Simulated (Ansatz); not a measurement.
Results of PBEsol (plane waves, PAW; Ansatz, a first-principles code) for Ni3Sn4 (C2/m, No. 12, 7 atoms in the cell; start mp-20174).

Run with plane-wave cutoff 520 eV, 14×14×12 k mesh (along the axes of the cell as run), Fermi–Dirac smearing 0.05 eV, no spin polarisation, scalar-relativistic PAW data made under PBE.

Cell (relaxed at this level):

```cif
data_Ni6Sn8
_chemical_formula_sum 'Ni6 Sn8'
_space_group_name_H-M_alt 'C2/m'
_space_group_IT_number 12
_space_group_name_Hall '-C 2y'
_cell_length_a 12.11652
_cell_length_b 4.03365
_cell_length_c 5.18627
_cell_angle_alpha 90.000
_cell_angle_beta 105.286
_cell_angle_gamma 90.000
loop_
_atom_site_label
_atom_site_type_symbol
_atom_site_symmetry_multiplicity
_atom_site_Wyckoff_symbol
_atom_site_fract_x
_atom_site_fract_y
_atom_site_fract_z
_atom_site_occupancy
Ni1 Ni 2 a 0.00000 0.00000 0.00000 1
Ni2 Ni 4 i 0.21571 0.00000 0.33599 1
Sn1 Sn 4 i 0.07239 0.50000 0.31262 1
Sn2 Sn 4 i 0.17131 0.00000 0.81120 1
```
(The calculation used a cell of 7 atoms; values per cell refer to that cell.)

What does this level give for the bulk modulus?


- bulk modulus = 115 GPa

Note: the run has no spin polarisation, so it can have missed a magnetic state; the bulk modulus is −V dP/dV from two relaxed cells at ±2 % in volume; the relaxation could not lower the start's symmetry, so the cell can be a saddle point above a distorted one.

Spin–orbit coupling is not included.

Computed values are for the static lattice.

A start named mp-… is a Materials Project structure, which need not be a measured phase.
